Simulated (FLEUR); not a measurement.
Band structure of HfB2 (P6/mmm, 3 atoms in the cell).

```
HfB2
1.0
    1.59528    -2.76310     0.00000
    1.59528     2.76310     0.00000
    0.00000     0.00000     3.53603
Hf B
1 2
Direct
  0.00000   0.00000   0.00000
  0.33333   0.66667   0.50000
  0.66667   0.33333   0.50000
```

Method of the run: PBE, all-electron FLAPW (FLEUR), scalar-relativistic valence run with FLEUR.

Settings: Kmax = 3.8 1/bohr; GmaxXC = 13.3 1/bohr; xcFunctional = pbe; jspins = 1; l_soc = F; mode = hist; fermiSmearingEnergy = 0.00367493 Htr; mesh (inpgen div1-3) = 10 10 8; inpgen gamma flag = true; Gmax = 13.3 1/bohr; numbands = 0; maxIterBroyd = 25; imix = Anderson; alpha = 0.05.

The starting cell has typed, rounded lattice constants, without a prior relaxation at this level. Its lattice was rescaled by a random factor within 2.5 % of one. Spin-orbit coupling is off. Values depend on the basis (sphere radii, cutoffs, local orbitals), which need not be converged.

Levels in eV from the Fermi level, bands 13 to 20:
```
point     13     14     15     16    17    18    19    20
-----  -----  -----  -----  -----  ----  ----  ----  ----
Γ      -2.80  -2.72  -2.72  -2.66  3.87  3.87  4.48  4.48
M      -8.86  -3.87  -3.24  -2.65  2.16  2.66  5.29  5.47
K      -8.10  -7.42  -2.38  -2.38  1.75  1.75  3.37  9.05
A      -8.08  -1.05  -1.05   0.39  0.39  1.03  1.03  2.19
L      -7.30  -4.71  -4.46  -2.66  3.86  3.98  5.96  6.83
H      -8.81  -5.33  -3.05  -3.05  4.21  5.17  6.55  6.55
```
